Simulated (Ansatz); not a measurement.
Seebeck coefficient (μV/K, mean over directions) of p-type Na$_{3}$P (P6_3/mmc) against carrier density, PBEsol, rigid bands in Ansatz (a program for electronic structure). Computed gap 0.44 eV; densities at which minority carriers matter at this gap, or further valleys turn the trend, are left out. Conductivity mass 2.0 mₑ (harmonic mean over directions), N_v = 2.4e20 cm⁻³ at 300 K.

| hole density | 300 K |
|---|---|
| 1e18 cm⁻³ | 679 |
| 3e18 cm⁻³ | [?] |
| 1e19 cm⁻³ | 481 |
| 3e19 cm⁻³ | 387 |
| 1e20 cm⁻³ | [?] |
| 3e20 cm⁻³ | 196 |
| 1e21 cm⁻³ | [?] |

Q: Complete the blanks.

A: 
- 3e18 cm⁻³, 300 K: 585
- 1e20 cm⁻³, 300 K: 285
- 1e21 cm⁻³, 300 K: 114

Rigid bands with a gap fixed in temperature, one relaxation time for all states, no polarons or phonon drag, and whether or not such doping can be reached. Spin-orbit coupling is left out; where it splits the top of the valence band, N_v and the p-type Seebeck coefficient come out somewhat high without it.

Formula and space group known from diffraction (Crystallography Open Database), not checked to be the room-temperature form: Na3P (P6_3/mmc).
